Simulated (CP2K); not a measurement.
Several settings converged on Mg (P-3m1, 2 atoms in the cell)

```yaml
crystal:
  lattice:
    - [3.20037, 0.00000, 0.00000]
    - [-1.60018, 2.77160, 0.00000]
    - [0.00000, 0.00000, 5.19437]
  atoms:
    - { symbol: Mg, position: [0.33333, 0.66667, 0.25963] }
    - { symbol: Mg, position: [0.66667, 0.33333, 0.75000] }
```

Base method: CP2K with LDA (Pade form), GPW, DZVP-MOLOPT-SR-GTH basis, GTH-PADE potentials (GTH_POTENTIALS).

Base settings: CUTOFF = 1000 Ry; REL_CUTOFF = 50 Ry; SMEAR/METHOD = FERMI_DIRAC; ELECTRONIC_TEMPERATURE = 1160.45 K; KPOINTS/SCHEME = MACDONALD 6 6 3 0.08333333333 0.08333333333 0; XC_FUNCTIONAL = PADE; Mg/BASIS_SET = DZVP-MOLOPT-SR-GTH-q10; Mg/POTENTIAL = GTH-PADE-q10; METHOD = GPW; EPS_DEFAULT = 1e-10.

**The k-point mesh at a smearing width of 0.05 eV**

In this ladder: ELECTRONIC_TEMPERATURE = 580.23 K.

The second cell is the first with its lattice scaled by 0.98.

Only quantities that move along the ladder and can be compared are tabulated.

| KPOINTS/SCHEME | free energy less the last step's (meV/atom) | energy of the compressed cell less the first (meV/atom) | pressure (GPa) | largest difference of a force vector from the last step's (eV/Å) |
|---|---|---|---|---|
| MACDONALD 4 4 3 0.125 0.125 0 | -65.18 | -5.14 | -1.24 | 0.017 |
| MONKHORST-PACK 5 5 3 | -44.00 | -5.09 | -1.23 | 0.031 |
| MACDONALD 6 6 3 0.08333333333 0.08333333333 0 | 53.26 | -3.57 | -1.04 | 0.004 |
| MACDONALD 7 7 4 0 0 0.125 | -16.09 | -2.74 | -0.95 | 0.038 |
| MONKHORST-PACK 9 9 5 | 1.94 | -5.04 | -1.18 | 0.004 |
| MACDONALD 11 11 6 0 0 0.08333333333 | -13.53 | -5.66 | -1.29 | 0.001 |
| MONKHORST-PACK 13 13 7 | 1.77 | -4.35 | -1.10 | 0.001 |
| MACDONALD 16 16 9 0.03125 0.03125 0 | 0.00 | -4.55 | -1.14 | 0.000 |

Coarsest KPOINTS/SCHEME that holds the pressure within 0.05 GPa: not settled: the last two steps still differ by 0.04 GPa, over half the tolerance, so the ladder does not show it.

Coarsest KPOINTS/SCHEME that holds the free energy within 5 meV/atom of the last step, with all finer ones: MONKHORST-PACK 13 13 7; the step before is off by 14 meV/atom.

**The width of Gaussian smearing**

In this ladder: SMEAR/METHOD = GAUSSIAN; ELECTRONIC_TEMPERATURE = default; KPOINTS/SCHEME = MACDONALD 10 10 5 0.05 0.05 0.

Narrow widths need finer meshes than wide ones, so the last steps can hold mesh noise.

Only quantities that move along the ladder and can be compared are tabulated; pressure and forces are left out, as mesh noise rules them at narrow widths.

| SIGMA | free energy less the last step's (meV/atom) | energy extrapolated to zero width less the last step's (meV/atom) |
|---|---|---|
| 1 eV | -97.49 | -6.69 |
| 0.5 eV | -28.91 | -5.72 |
| 0.3 eV | -12.50 | -3.06 |
| 0.2 eV | -6.43 | -1.85 |
| 0.1 eV | -1.79 | -0.59 |
| 0.05 eV | 0.00 | 0.00 |

Widest SIGMA that holds the free energy within 5 meV/atom of the last step, with all finer ones: 0.1 eV; the step before is off by 6.4 meV/atom.

Widest SIGMA that holds the energy extrapolated to zero width within 2 meV/atom of the last step, with all finer ones: 0.2 eV; the step before is off by 3.1 meV/atom.

The extrapolation to zero width removes most of the smearing's effect on the energy.

On the base run: the starting cell has typed, rounded lattice constants, without a prior relaxation at this level. Its lattice was rescaled by up to half a per cent. One atom was moved a little off its site on purpose. Values carry the incompleteness of an atom-centred basis. Without a gap this mesh is coarse (it stands for a supercell whose shortest vector is 16 Å).

Left out of this page: 2 runs of the series outside the window shown, repeating another row's setting, or not comparable.
